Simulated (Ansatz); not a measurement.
# Several settings converged on the (110) slab of NbRu (cut from a parent of space group no. 123; 10 atoms in the cell)

```
CELL_PARAMETERS angstrom
      3.44215     0.00000     0.00000
      0.00000     4.33985     0.00000
      0.00000     0.00000    22.67970
ATOMIC_POSITIONS crystal
  Nb 0.00000 0.00000 0.30865
  Ru 0.50000 0.50000 0.30865
  Nb 0.00000 0.50000 0.40432
  Ru 0.50000 0.00000 0.40432
  Nb 0.00000 0.00000 0.50000
  Ru 0.50000 0.50000 0.50000
  Nb 0.00000 0.50000 0.59568
  Ru 0.50000 0.00000 0.59568
  Nb 0.00000 0.00000 0.69135
  Ru 0.50000 0.50000 0.69135
```

Base method: LDA (PW92), default PAW files made with PBE (plane waves; Ansatz, an electronic-structure program).

Base settings: basis.ecutwfc = 30.9 Ry; kpoints.mp_grid.grid = 5 4 1; hamiltonian.xc = lda; hamiltonian.pseudopotentials = {kind: paw} (the program's default PAW files); scf.occupations.method = fermi_dirac; scf.occupations.width = 0.0073 Ry.

The count of work is k-points × plane waves × bands × iterations; it is no time. Core times come from one kind of shared machine, to one figure; runs under 30 s give none.

**The vacuum**

The mesh stays at the base's, so the ladder's end is converged at best in this setting alone.

Only quantities that move along the ladder and can be compared are tabulated.

```tsv
vacuum between outermost atoms (Å)	free energy less the last step's (meV/atom)	largest difference of a force vector from the last step's (eV/Å)	count of work / last
3.0	-246.78	1.473	0.30
4.0	-81.10	0.579	0.33
5.0	-20.67	0.210	0.35
6.0	-4.66	0.064	0.38
7.0	-1.01	0.017	0.41
8.0	-0.23	0.005	0.43
10.0	-0.02	0.001	0.48
12.0	-0.01	0.000	0.54
14.0	-0.01	0.000	0.58
17.0	-0.01	0.000	0.66
20.0	-0.01	0.000	0.74
25.0	0.00	0.000	0.87
30.0	0.00	0.000	1.0
```

Smallest vacuum between outermost atoms (Å) that holds the free energy within 0.5 meV/atom of the last step, with all finer ones: 8.0, at 0.43 of the last step's count of work; the step before is off by 1.0 meV/atom.

Smallest vacuum between outermost atoms (Å) that holds the forces within 0.01 eV/Å of the last step, with all finer ones: 8.0, at 0.43 of the last step's count of work; the step before is off by 0.017 eV/Å.

**The k-point mesh**

Only quantities that move along the ladder and can be compared are tabulated.

| kpoints.mp_grid.grid | free energy less the last step's (meV/atom) | largest difference of a force vector from the last step's (eV/Å) | count of work / last | core time / last (rough) |
|---|---|---|---|---|
| 2 2 1 | 130.60 | 0.825 | 0.031 | – |
| 3 2 1 | -57.47 | 0.549 | 0.031 | – |
| 3 3 1 | -7.56 | 0.322 | 0.031 | – |
| 4 3 1 | 13.71 | 0.104 | 0.042 | – |
| 5 4 1 | 8.81 | 0.068 | 0.063 | – |
| 6 5 1 | -3.79 | 0.099 | 0.084 | – |
| 7 6 1 | -1.65 | 0.036 | 0.11 | – |
| 8 7 1 | 2.01 | 0.020 | 0.14 | – |
| 10 8 1 | -0.22 | 0.014 | 0.21 | – |
| 11 9 1 | -0.33 | 0.006 | 0.21 | 0.3 |
| 13 10 1 | 0.03 | 0.004 | 0.29 | 0.4 |
| 15 12 1 | -0.07 | 0.002 | 0.39 | 0.4 |
| 18 14 1 | 0.04 | 0.001 | 0.56 | 0.7 |
| 21 17 1 | 0.00 | 0.000 | 0.69 | 0.6 |
| 25 20 1 | 0.00 | 0.000 | 1.0 | 1 |

Coarsest kpoints.mp_grid.grid that holds the free energy within 1 meV/atom of the last step, with all finer ones: 10 8 1, at 0.21 of the last step's count of work; the step before is off by 2.0 meV/atom.

Coarsest kpoints.mp_grid.grid that holds the forces within 0.005 eV/Å of the last step, with all finer ones: 13 10 1, at 0.29 of the last step's count of work and about 0.4 of the last step's time; the step before is off by 0.006 eV/Å.

**The plane-wave cutoff**

The mesh stays at the base's, so the ladder's end is converged at best in this setting alone.

Only quantities that move along the ladder and can be compared are tabulated.

```tsv
basis.ecutwfc	free energy less the last step's (meV/atom)	largest difference of a force vector from the last step's (eV/Å)	count of work / last
15.4 Ry	4263.21	0.588	0.14
18.4 Ry	918.71	0.041	0.18
21.7 Ry	146.51	0.028	0.21
26.1 Ry	7.63	0.001	0.28
30.9 Ry	0.74	0.000	0.36
37.1 Ry	0.32	0.000	0.47
46.3 Ry	0.12	0.000	0.65
61.7 Ry	0.00	0.000	1.0
```

Coarsest basis.ecutwfc that holds the free energy within 5 meV/atom of the last step, with all finer ones: 30.9 Ry, at 0.36 of the last step's count of work; the step before is off by 7.6 meV/atom.

Coarsest basis.ecutwfc that holds the forces within 0.02 eV/Å of the last step, with all finer ones: 26.1 Ry, at 0.28 of the last step's count of work; the step before is off by 0.028 eV/Å.

On the base run: the starting cell comes from a database of computed structures (which also holds hypothetical and non-ambient phases and stackings), without a prior relaxation at this level. The slab is cut from that crystal, and its faces are unrelaxed. Its lattice was rescaled by up to half a per cent. Spin polarisation is off. In the base run, forces exceed 1 eV/Å. Without a gap this mesh is coarse (it stands for a supercell whose shortest in-plane vector is 17 Å).

Keys are those of Ansatz 0.2.
